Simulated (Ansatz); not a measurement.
# ZnSe: response to strain

Start from ZnSe in the zinc blende structure (space group F-43m, No. 216; a = 5.733 Å).

Strains are applied to the cell and any free atomic positions relax.

All numbers come from PBE/PAW in Ansatz (a quantum-chemistry and plane-wave program), no spin-orbit coupling.

```json
[
 {"isotropic strain (%)": "-1.54", "band gap (eV)": "1.34"},
 {"isotropic strain (%)": "-0.49", "band gap (eV)": "?"},
 {"isotropic strain (%)": "0", "band gap (eV)": "1.15"},
 {"isotropic strain (%)": "0.87", "band gap (eV)": "1.05"},
 {"isotropic strain (%)": "3.34", "band gap (eV)": "0.78"}
]
```

Q: Fit E_g = E₀ + Dε (ε in %) to the rows shown and predict the withheld row.

A: Least squares on the printed values gives E₀ = 1.16 eV, D = -114 meV per % of strain (largest residual 0.01 eV); this predicts 1.21 eV, and the run gives 1.21 eV, in agreement.

Whether these cells are dynamically stable was not tested.
